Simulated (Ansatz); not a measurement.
The starting structures come from a database of crystals and need not be the phases stable at ambient conditions.

# Evanescent states of HfSiO₄ (I4_1/amd, not sure to be the ambient phase, 12 atoms a cell, 10.7 Å³ an atom, 2 GPa at this level) along the normal of (110)

Computed with r2SCAN (plane waves, PAW; Ansatz, a first-principles code).

The gap is the functional's own, uncorrected, and κ follows it; spin-orbit coupling is left out. Mid-gap values are interpolated between the computed energies.

Energies count from the valence-band top; κ is the least over a 6×6 mesh across the current.

```csv
E (eV),κ (1/Å),where
0.14,0.232,Γ
0.42,0.325,Γ
0.70,0.358,Γ
0.98,0.384,Γ
1.26,0.405,Γ
1.54,0.422,Γ
1.82,0.436,Γ
2.10,0.446,Γ
2.38,0.454,Γ
2.66,0.459,Γ
2.94,0.462,Γ
3.22,0.462,Γ
3.50,0.460,Γ
3.78,0.455,Γ
4.06,0.449,Γ
4.34,0.439,Γ
4.62,0.427,Γ
4.90,0.413,Γ
5.18,0.395,Γ
5.46,0.347,off Γ
5.74,0.271,off Γ
6.02,0.124,off Γ
```

Task: How thick must the barrier be to attenuate the transmission by 10^6 when the electrodes' Fermi level lies at 5.74 eV, and what attenuation does that film give at 5.46 eV?

Result: d = 6 ln 10 / (2 × 0.271) = 25.5 Å. At 5.46 eV it gives 6 × 0.347/0.271 = 7.7 decades.
